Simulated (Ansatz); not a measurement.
Subject: the formation energy of Rh_Cu in Cu (fcc, Fm-3m). Reaction: 63 Cu (fcc) + Rh (fcc) → cell A.

Cell A: a supercell of 64 sites of Cu (fcc, Fm-3m) with Rh on a Cu site (12 Cu at 2.59 Å); spin state with PBE: run without spin, k-point mesh 5×5×5.
```xyz
64
Lattice="10.2643 0.0000 0.0000 5.1321 8.8891 0.0000 5.1321 2.9630 8.3808" Properties=species:S:1:pos:R:3 pbc="T T T"
Cu     0.0000     0.0000     0.0000
Cu     1.2819     0.7401     2.0933
Cu     2.5661     1.4815     4.1904
Cu    19.2467    11.1121     6.2875
Cu     1.2819     2.2203     0.0000
Cu    12.8329     2.9591     2.0924
Cu    14.1181     3.7011     4.1911
Cu    15.3964     4.4432     6.2875
Cu     2.5661     4.4446     0.0000
Cu     3.8538     5.1851     2.0924
Cu    15.3964     5.9261     4.1904
Cu    16.6748     6.6671     6.2884
Cu     3.8503     6.6689     0.0000
Cu    15.3964     7.4089     2.0933
Cu     6.4105     8.1511     4.1896
Cu    17.9600     8.8931     6.2884
Cu     2.5638     0.0000     0.0000
Cu     8.9791     9.6341     2.0924
Cu    10.2643    10.3761     4.1911
Cu    11.5462    11.1121     6.2875
Cu     3.8469     2.2210     0.0049
Cu     5.1321     2.9630     2.0952
Cu     6.4105     3.7011     4.1911
Cu     7.6962     4.4434     6.2872
Cu     5.1321     4.4471     0.0049
Cu     6.4105     5.1851     2.0924
Cu     7.6730     5.9261     4.1904
Cu     8.9687     6.6741     6.3061
Cu     6.4140     6.6689     0.0000
Cu     7.6962     7.4088     2.0935
Cu     8.9687     8.1702     4.1904
Cu    10.2643     8.8915     6.2872
Cu     5.1321     0.0000     0.0000
Cu     6.4173     0.7450     2.0924
Cu    12.8304    10.3707     4.1904
Cu    14.1112    11.1072     6.2884
Cu     6.4173     2.2210     0.0049
Cu     7.6957     2.9591     2.0924
Cu     8.9687     3.6820     4.1904
Cu    10.2643     4.4300     6.3061
Cu     7.6982     4.4446     0.0000
Cu     8.9687     5.1781     2.0746
Rh    10.2643     5.9261     4.1904
Cu    11.5599     6.6741     6.3061
Cu     8.9791     6.6681    -0.0049
Cu    10.2643     7.4221     2.0746
Cu    11.5599     8.1702     4.1904
Cu    12.8329     8.8931     6.2884
Cu     7.7005     0.0000     0.0000
Cu    14.1146     9.6292     2.0933
Cu    10.2643     1.4761     4.1896
Cu    16.6816    11.1072     6.2884
Cu     8.9824     2.2203     0.0000
Cu    10.2643     2.9607     2.0935
Cu    11.5599     3.6820     4.1904
Cu    12.8324     4.4434     6.2872
Cu    10.2643     4.4421    -0.0049
Cu    11.5599     5.1781     2.0746
Cu    12.8555     5.9261     4.1904
Cu    14.1181     6.6671     6.2884
Cu    11.5495     6.6681    -0.0049
Cu    12.8324     7.4088     2.0935
Cu    14.1181     8.1511     4.1896
Cu    15.3964     8.8891     6.2856
```

Reference: Cu (fcc, Fm-3m), 64 atoms in the cell, the relaxed perfect crystal repeated, atoms not moved again; spin state with PBE: run without spin, k-point mesh 5×5×5 on the run's own vectors.

Reference: Rh (fcc, Fm-3m), 1 atom in the cell; spin state with PBE: run without spin, k-point mesh 26×26×26 on the run's own vectors. Conventional cell: a = b = c = 3.8322 Å, α = β = γ = 90.00°.

Plane-wave PAW calculations with Ansatz (an electronic-structure program), its PAW set soft_1, cutoff 420 eV, 500 eV for r2SCAN. The structures are at rest with PBE, within the held lattices; other levels are single points on them. Neutral cells; Fermi-Dirac smearing of at most 0.10 eV in the solids, energies taken to zero width. The lattices are those relaxed with PBE, so at other levels the solids can be strained, which adds to the spread. Larger cells are relaxed from a start prepared with the learned potential CHGNet, on a coarser mesh till forces fall under 0.03 eV/Å, which some starts already meet. A dispersion term (D3(BJ), or D4 for r2SCAN) was computed beside these levels and is taken off wherever the name lacks it. Space groups of crystals are read within 0.01 Å. Nuclei at rest; no vibrational terms. Cells are local rest points, mostly with their start's symmetry. No correction for cell size. Mesh and cell size may move defect energies by 0.1 eV or more. Cell A has symmetry Fm-3m within 0.02 Å and got no random move, so less symmetric positions, which may lie lower, weren't tried.

Task: Estimate the value that r2SCAN returns for this input.

Result: -0.09 eV, for 63 Cu (fcc) + Rh (fcc) → cell A.

Task: List the value at the remaining levels and say how far they part.

Result: 
| Method | value (eV) | less r2SCAN |
|---|---|---|
| PBE | 0.04 | 0.13 |

The levels shown span 0.13 eV, from r2SCAN (-0.09) to PBE (0.04).
